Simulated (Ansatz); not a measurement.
**Convergence test for LiScF₄ (I4_1/a, 12 atoms in the cell)**

```xyz
12
Lattice="-2.5844 2.5844 5.2019 2.5844 -2.5844 5.2019 2.5844 2.5844 -5.2019" Properties=species:S:1:pos:R:3 pbc="T T T"
Li     0.0000     0.0000     0.0000
Li     0.0000     2.5844     2.6010
Sc     2.5844     0.0000     2.6010
Sc     0.0000     0.0000     5.2019
F      1.4969     0.9211     0.8372
F      1.6633     1.4969    -1.7638
F      1.0875     1.6633     6.0391
F      0.9211     1.0875     3.4382
F      1.0875    -0.9211     6.9657
F      0.9211     3.6719    -0.8372
F      1.4969     3.5056     1.7638
F      1.6633    -1.0875     4.3647
```

Method: HSE06, default PAW files made with PBE (plane waves; Ansatz, a program for electronic structure).

The starting cell comes from a database of computed structures (which also holds hypothetical and non-ambient phases and stackings), without a prior relaxation at this level. Its lattice was rescaled by a random factor within 2.5 % of one. In the base run, with a pressure of about -10 GPa the cell is away from its equilibrium volume at this level. Ansatz's pressure includes its estimate of the finite-basis (Pulay) stress.

Held fixed: basis.ecutwfc = 420 eV; hamiltonian.xc = hse06; hamiltonian.pseudopotentials = {kind: paw} (the program's default PAW files); scf.occupations.method = fixed.

ΔF is the free energy per atom less that of the last row (4 4 4).

The series runs over kpoints.mp_grid.grid = 1 1 1; 2 2 2; 3 3 3; 4 4 4.

**Question.** From which setting on does the pressure stay within 0.1 GPa of the last one?

**Answer.** From kpoints.mp_grid.grid = 2 2 2 on; the one before it is off by 0.13 GPa. The value it settles on is -9.71 GPa at this level of theory and with the other settings as held.

**Question.** From which setting on does the gap on the mesh stay within 0.02 eV of the last one?

**Answer.** From kpoints.mp_grid.grid = 2 2 2 on; the one before it is off by 0.069 eV.

| kpoints.mp_grid.grid | ΔF (meV/atom) | pressure (GPa) | largest force (eV/Å) | gap on the mesh (eV) | k-points | iterations |
|---|---|---|---|---|---|---|
| 1 1 1 | 22.9 | -9.57 | 0.481 | 8.296 | 1 | 12 |
| 2 2 2 | 0.20 | -9.70 | 0.420 | 8.237 | 4 | 15 |
| 3 3 3 | 0.04 | -9.71 | 0.420 | 8.222 | 6 | 15 |
| 4 4 4 | 0.00 | -9.71 | 0.420 | 8.227 | 14 | 15 |

Gaps are taken between levels on the mesh.

Keys are those of Ansatz 0.2.
